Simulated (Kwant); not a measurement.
Model system: wire with a row of barriers in a GaN two-dimensional gas. Effective mass 0.22 mₑ, grid spacing 3.3 nm, hard walls, nominal width 100 nm (31 grid rows, so walls 105.6 nm apart), one parabolic valley, scattering region 330 nm long along x; energies count from the band bottom; Fermi energy swept from 0.00013674 to 0.0016238 eV. 2 barrier(s) across the wire, height 0.012 eV, thickness 9.9 nm (about 3 grid columns), spaced by 19.8 nm.

Constants are typed, rounded textbook-type inputs, not results; the design itself was drawn at random and stands for no fabricated device.

Kwant, effective-mass tight-binding model on a square grid, one spin, coherent transport at 0 K. Conductance is in e²/h.

Sweep values stay those of the base run.

The number of barriers was swept, all else fixed.

```tsv
number of barriers	mean G (e²/h) over the sweep	G (e²/h) at E = 0.5015 meV	G (e²/h) at E = 1.250 meV	G (e²/h) at E = 0.8756 meV
1	0.012	0.0036	0.019	0.011
2	5.6e-5	3.7e-6	7.5e-5	1.9e-5
3	4.7e-7	3.7e-9	3.4e-7	3.6e-8
4	5.3e-9	3.7e-12	1.7e-9	7.3e-11
```

From the first row to the last the mean G over the sweep goes from 0.012 to 5.3e-9. From the first row to the last the G at E = 0.5015 meV goes from 0.0036 to 3.7e-12.
